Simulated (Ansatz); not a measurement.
SnWO4 (P2₁3, No. 198, 24 atoms in the cell; start mp-17844; a measured phase of this formula has another space group)

Level of theory: PBEsol (Ansatz, a first-principles code, plane waves, PAW).

Numerical settings: plane-wave cutoff 520 eV, 6×6×6 k mesh, Fermi–Dirac smearing 0.01 eV, no spin polarisation, scalar-relativistic PAW data made under PBE.

Cell (relaxed with PBEsol):

```cif
data_O16Sn4W4
_chemical_formula_sum 'Sn4 W4 O16'
_space_group_name_H-M_alt 'P 1'
_space_group_IT_number 1
_cell_length_a 7.30785
_cell_length_b 7.30785
_cell_length_c 7.30785
_cell_angle_alpha 90.000
_cell_angle_beta 90.000
_cell_angle_gamma 90.000
loop_
_space_group_symop_operation_xyz
  'x, y, z'
loop_
_atom_site_label
_atom_site_type_symbol
_atom_site_fract_x
_atom_site_fract_y
_atom_site_fract_z
_atom_site_occupancy
Sn1 Sn 0.84096 0.84096 0.84096 1
Sn2 Sn 0.65904 0.15904 0.34096 1
Sn3 Sn 0.34096 0.65904 0.15904 1
Sn4 Sn 0.15904 0.34096 0.65904 1
W1 W 0.16560 0.16560 0.16560 1
W2 W 0.33440 0.83440 0.66560 1
W3 W 0.66560 0.33440 0.83440 1
W4 W 0.83440 0.66560 0.33440 1
O1 O 0.63485 0.22098 0.04829 1
O2 O 0.86515 0.77902 0.54829 1
O3 O 0.13485 0.27902 0.95171 1
O4 O 0.36515 0.72098 0.45171 1
O5 O 0.04829 0.63485 0.22098 1
O6 O 0.54829 0.86515 0.77902 1
O7 O 0.95171 0.13485 0.27902 1
O8 O 0.45171 0.36515 0.72098 1
O9 O 0.22098 0.04829 0.63485 1
O10 O 0.77902 0.54829 0.86515 1
O11 O 0.27902 0.95171 0.13485 1
O12 O 0.72098 0.45171 0.36515 1
O13 O 0.30556 0.30556 0.30556 1
O14 O 0.19444 0.69444 0.80556 1
O15 O 0.80556 0.19444 0.69444 1
O16 O 0.69444 0.80556 0.19444 1
```

```
Item                                          Result
-------------------------------------------  -------
band gap                                     3.64 eV
smallest direct gap on the k points sampled  3.66 eV
direct gap at Γ                              3.93 eV
```

Spin–orbit coupling is not included.

The computed numbers hold no vibrational or temperature effects.

A start named mp-… is a Materials Project structure, which need not be a measured phase.
